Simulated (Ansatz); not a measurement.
# GaS under load (space group R-3m): band-edge transport data

Given:

```yaml
crystal:
  lattice:
    - [1.76886, 1.02125, 7.65992]
    - [-1.76886, 1.02125, 7.65992]
    - [0.00000, -2.04250, 7.65992]
  atoms:
    - { symbol: Ga, position: [0.94724, 0.94724, 0.94724] }
    - { symbol: Ga, position: [0.05276, 0.05276, 0.05276] }
    - { symbol: S, position: [0.23285, 0.23285, 0.23285] }
    - { symbol: S, position: [0.76715, 0.76715, 0.76715] }
```

These are PBEsol+D3BJ with spin-orbit coupling, rigid bands (plane waves, PAW; Ansatz, a first-principles code) values and carry that method's errors. Condition of this run: uniaxial stress zz = -1 GPa (compression positive) (the target of the relaxation). Cell: cell and atoms relaxed with PBEsol+d3bj, then loaded as said.

```yaml
band_gap: 1.49 eV
electron conductivity mass (300 K, dilute): 0.58 (x), 0.58 (y), 0.38 (z) mₑ
hole conductivity mass (300 K, dilute): 2.4 (x), 2.4 (y), 0.175 (z) mₑ
effective density of states N_c (300 K): 4.4e19 cm⁻³
effective density of states N_v (300 K): 2.7e19 cm⁻³
density_of_states_mass_electrons: 1.45 mₑ
density_of_states_mass_holes: 1.04 mₑ
Seebeck coefficient, n-type 1e19 cm⁻³, 300 K: -339 μV/K
best n-type power factor at 300 K for τ = 10 fs (best axis; densities from 1e16 to 1e21 cm⁻³ tried, whether or not they can be reached): 17.2 μW/(cm·K²) at 1e20 cm⁻³
Seebeck coefficient, p-type 1e19 cm⁻³, 300 K: 302 μV/K
best p-type power factor at 300 K for τ = 10 fs (best axis; densities from 1e16 to 1e21 cm⁻³ tried, whether or not they can be reached): 18.3 μW/(cm·K²) at 3e19 cm⁻³
```

Rigid bands; masses and Seebeck coefficients take one relaxation time τ for all states and one kind of carrier; polarons and phonon drag are left out. Geometry: cell and atoms relaxed with PBEsol+D3(BJ).

Computed structure with no diffraction record at hand here (it may be known, metastable or hypothetical): GaS under load (space group R-3m). PBEsol with a dispersion correction tends to overbind, so the cell can be several per cent short, in bad cases over ten, which usually narrows a gap: GaS under load (space group R-3m).
